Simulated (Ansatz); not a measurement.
The starting structures come from a database of crystals and need not be the phases stable at ambient conditions.

By PBEsol, the system below comes out a metal.

The ballistic (Sharvin) conductance counts the channels at the Fermi level: G/A = (e²/h) × channels of both spins per area.

Data:

```yaml
crystal:
  lattice:
    - [4.61897, 0.00000, 0.00000]
    - [0.00000, 4.61897, 0.00000]
    - [0.00000, 0.00000, 4.61897]
  atoms:
    - { symbol: V, position: [0.00000, 0.50000, 0.75000] }
    - { symbol: V, position: [0.00000, 0.50000, 0.25000] }
    - { symbol: V, position: [0.25000, 0.00000, 0.50000] }
    - { symbol: V, position: [0.75000, 0.00000, 0.50000] }
    - { symbol: V, position: [0.50000, 0.25000, 0.00000] }
    - { symbol: V, position: [0.50000, 0.75000, 0.00000] }
    - { symbol: Fe, position: [0.50000, 0.50000, 0.50000] }
    - { symbol: Fe, position: [0.00000, 0.00000, 0.00000] }
```

Space group of this cell: Pm-3n, A15 (Cr3Si type). The cell is taken as given; by PBEsol its mean pressure is -4.3 GPa.

The current flows along the normal of the first two printed cell vectors, the (001) plane of the conventional cell. No spin-orbit coupling; the value is a mean over 0.1 eV about the Fermi level.

### Question
Estimate the ballistic conductance per area that PBEsol run with Ansatz (a first-principles code) returns for this system.

### Answer
0.80 × 10¹⁵ S/m² for both spins.
